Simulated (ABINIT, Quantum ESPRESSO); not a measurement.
An ABINIT input for a self-consistent single point of VOs (Pm-3m, 2 atoms in the cell) (DFT, PBEsol, plane waves, norm-conserving pseudopotentials (PseudoDojo nc-sr-04 PBEsol standard)):

```
# VOs, PseudoDojo nc-sr-04 PBEsol standard
pp_dirpath "./"
pseudos "V.upf, Os.upf"
acell 5.4496129852 5.4496129852 5.4496129852
rprim
         1.0000000000    0.0000000000    0.0000000000
         0.0000000000    1.0000000000    0.0000000000
         0.0000000000    0.0000000000    1.0000000000
natom 2
ntypat 2
znucl 23 76
typat 1 2
xred
         0.0000000000    0.0000000000    0.0000000000
         0.5000000000    0.5000000000    0.5000000000
ecut 42
nsppol 2
spinat
      0 0 2
      0 0 0
occopt 3
tsmear 0.00367493
nband 22
kptopt 1
ngkpt 9 9 9
nshiftk 1
shiftk 0 0 0
nstep 100
tolvrs 1.0e-12
prtwf 0
prtden 0
enunit 1
```

Q: Translate this input to Quantum ESPRESSO.

A: This is the input that was run; spellings and numerical settings could be chosen otherwise.

```fortran
&CONTROL
    calculation = 'scf',
    prefix = 'scf',
    outdir = './out',
    pseudo_dir = './',
    tprnfor = .true.,
    tstress = .true.,
/
&SYSTEM
    ibrav = 0,
    nat = 2,
    ntyp = 2,
    ecutwfc = 85,
    occupations = 'smearing',
    smearing = 'fd',
    degauss = 0.0073499,
    nspin = 2,
    starting_magnetization(1) = 0.154,
/
&ELECTRONS
    conv_thr = 1.0d-10,
    mixing_beta = 0.4,
/
ATOMIC_SPECIES
V     50.9415  V.upf
Os   190.2300  Os.upf
CELL_PARAMETERS {angstrom}
   2.8838110000     0.0000000000     0.0000000000
   0.0000000000     2.8838110000     0.0000000000
   0.0000000000     0.0000000000     2.8838110000
ATOMIC_POSITIONS {crystal}
V     0.0000000000    0.0000000000    0.0000000000
Os    0.5000000000    0.5000000000    0.5000000000
K_POINTS {automatic}
9 9 9  0 0 0
```

Basis, cutoffs, solver keys and any potentials are the target program's own. This input uses DFT, PBEsol, plane waves, PseudoDojo standard norm-conserving (PBESOL) pseudopotentials. Both were run: pressure 42.53 GPa in ABINIT and 42.53 in Quantum ESPRESSO; size of the net moment 0.00 μB/atom in ABINIT and 0.00 in Quantum ESPRESSO.

On Quantum ESPRESSO: the starting cell comes from a database of computed structures (which also holds hypothetical and non-ambient phases and stackings), without a prior relaxation at this level. Its lattice was rescaled by a random factor within 2.5 % of one. For this run, on top of that: lattice scaled by 0.98. The starting moments vanished: the run ended non-magnetic, which need not be the lowest state. With a pressure of about 43 GPa the cell is away from its equilibrium volume at this level.

On ABINIT: the starting cell comes from a database of computed structures (which also holds hypothetical and non-ambient phases and stackings), without a prior relaxation at this level. Its lattice was rescaled by a random factor within 2.5 % of one. For this run, on top of that: lattice scaled by 0.98. The starting moments vanished: the run ended non-magnetic, which need not be the lowest state. With a pressure of about 43 GPa the cell is away from its equilibrium volume at this level.
